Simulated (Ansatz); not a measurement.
The starting structures come from a database of crystals and need not be the phases stable at ambient conditions.

Tunnelling through a barrier is set by its complex band structure: the current falls as exp(−2κd) with the smallest κ.

Here is the system:

```xyz
12
Lattice="7.6486 0.0000 0.0000 0.0000 9.0137 0.0000 0.0000 0.0000 4.8515" Properties=species:S:1:pos:R:3 pbc="T T T"
Ca     5.0053     0.6870     3.6386
Ca     2.6433     8.3266     1.2129
Ca     6.4676     5.1939     1.2129
Ca     1.1810     3.8198     3.6386
Ca     3.9632     6.1137     3.6386
Ca     3.6854     2.9000     1.2129
Ca     7.5097     1.6069     1.2129
Ca     0.1389     7.4068     3.6386
Ge     1.9388     0.9214     3.6386
Ge     5.7099     8.0923     1.2129
Ge     1.8855     5.4282     1.2129
Ge     5.7631     3.5855     3.6386
```

Space group of this cell: Pnma. The cell is taken as given; by PBEsol its mean pressure is -1.2 GPa.

Transport runs along the normal of the first two printed cell vectors.

No gap correction and no spin-orbit coupling; mid-gap values are interpolated between computed energies.

**Question.** Compute, with PBEsol (Ansatz, a program for electronic structure), the band gap and the smallest decay constant κ at mid-gap.

**Answer.** Gap 0.27 eV on a 4×4×6 mesh; κ = 0.052 1/Å, at the zone centre.
